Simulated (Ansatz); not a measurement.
A self-consistent single point of Be4AlNi (R3m, 6 atoms in the cell) with Ansatz (a first-principles code).

Computed with PBEsol, harder PAW files (source: ansatz) made with PBE (plane waves; Ansatz).

```
Be4AlNi
1.0
    0.00000     2.98435     2.98435
    2.98435     0.00000     2.98435
    2.98435     2.98435     0.00000
Be Al Ni
4 1 1
Direct
  0.37846   0.37846   0.37846
  0.87914   0.37362   0.37362
  0.37362   0.37362   0.87914
  0.37362   0.87914   0.37362
  0.75000   0.75000   0.75000
  0.00000   0.00000   0.00000
```

Reference input (self-consistent single point, DFT, PBEsol, plane waves, default PAW files made with PBE): basis.ecutwfc = 420 eV; kpoints.mp_grid.grid = 10 10 10; hamiltonian.xc = pbesol; hamiltonian.pseudopotentials = {kind: paw} (the program's default PAW files); scf.occupations.method = fermi_dirac; scf.occupations.width = 0.1 eV. This run's input differs from it in these lines:

Ansatz 0.2 input:
```diff
@@ -14,3 +14,3 @@
 basis:
-  ecutwfc: 420.0
+  ecutwfc: 670.0
 kpoints:
@@ -19,3 +19,3 @@
   xc: pbesol
-  pseudopotentials: { kind: paw }
+  pseudopotentials: { kind: paw, source: ansatz }
 scf:
```

The program printed (abridged):

```
SCF iter   1: F=—  HF=-9824.430165 eV  |F-HF|=—  |Δ(HF+E_count)|=         —  Δρ=1.44e-1  dr2=1.22e1  ethr=3.10e-3  ⟨swp⟩=6.6  Hψ=15618  notcnv=0
all-band conjugate gradients solve this SCF's bands
preconditioner: auto → Kerker (q_TF=auto, 2.654 Å⁻¹)
SCF iter   2: F=—  HF=-9823.349992 eV  |F-HF|=—  |Δ(HF+E_count)|=    1.08e0  Δρ=6.06e-2  dr2=2.68e0  ethr=3.10e-3  ⟨swp⟩=2.1  Hψ=5563  notcnv=0  defer=23
   [... lines left out ...]
SCF iter   4: F=—  HF=-9822.900389 eV  |F-HF|=—  |Δ(HF+E_count)|=   3.20e-2  Δρ=1.95e-3  dr2=1.91e-3  ethr=2.64e-4  ⟨swp⟩=2.1  Hψ=5467  notcnv=0  defer=51
SCF iter   5: F=—  HF=-9822.900300 eV  |F-HF|=—  |Δ(HF+E_count)|=   8.95e-5  Δρ=3.08e-4  dr2=5.18e-5  ethr=4.24e-6  ⟨swp⟩=2.1  Hψ=4289  notcnv=0  defer=50
SCF iter   6: F=—  HF=-9822.900304 eV  |F-HF|=—  |Δ(HF+E_count)|=   4.08e-6  Δρ=3.09e-5  dr2=3.57e-7  ethr=1.15e-7  ⟨swp⟩=1.8  Hψ=3820  notcnv=0  defer=50
SCF iter   7: F=-9822.900304 eV  HF=-9822.900304 eV  |F-HF|=1.14e-8  |Δ(HF+E_count)|=   1.75e-7  Δρ=5.72e-6  dr2=1.46e-8  ethr=2.22e-10  ⟨swp⟩=8.6  Hψ=16623  notcnv=0
SCF 1 converged in 7 iterations: F = -9822.900304 eV  dr2 = 1.46e-8
Free energy (F): -9822.900304 eV
Internal energy: -9822.860210 eV  (E = F + TS)
E sigma→0 (E₀):  -9822.880257 eV
Entropy (-TS):   -0.040094 eV (-6.682 meV/atom)
Fermi energy:    12.469365 eV
--- Forces (eV/Å), atoms counted from 1 ---
  atom   1  Be    -0.40271519    -0.40271519    -0.40271519
  atom   2  Be     0.08364247     0.11851400     0.11851400
  atom   3  Be     0.11851400     0.11851400     0.08364247
  atom   4  Be     0.11851400     0.08364247     0.11851400
  atom   5  Al     0.02874275     0.02874275     0.02874275
  atom   6  Ni     0.05330624     0.05330624     0.05330624
--- Stress (GPa, compression-positive) ---
        1.556057      -0.108324      -0.108324
       -0.108324       1.556057      -0.108324
       -0.108324      -0.108324       1.556057
  P = ⅓ Tr σ = 1.5561 GPa (15.561 kbar)
  The stress holds the Pulay correction. Without it, at fixed plane waves, as pw.x and ABINIT print it: P = -1.4129 GPa
```

The run converged in 7 iterations. Against the reference run the pressure moves little (1.60 to 1.56 GPa) and the largest force stays at 0.698 eV/Å.

The starting cell comes from a database of computed structures (which also holds hypothetical and non-ambient phases and stackings), without a prior relaxation at this level. Its lattice was rescaled by up to half a per cent. One atom was moved a little off its site on purpose. Spin polarisation is off. Ansatz's pressure includes its estimate of the finite-basis (Pulay) stress. Without the estimate this run gives -1.41 GPa. The cutoff lies below the one recommended for these files.

Cost on one core of a shared machine: roughly 30 s.
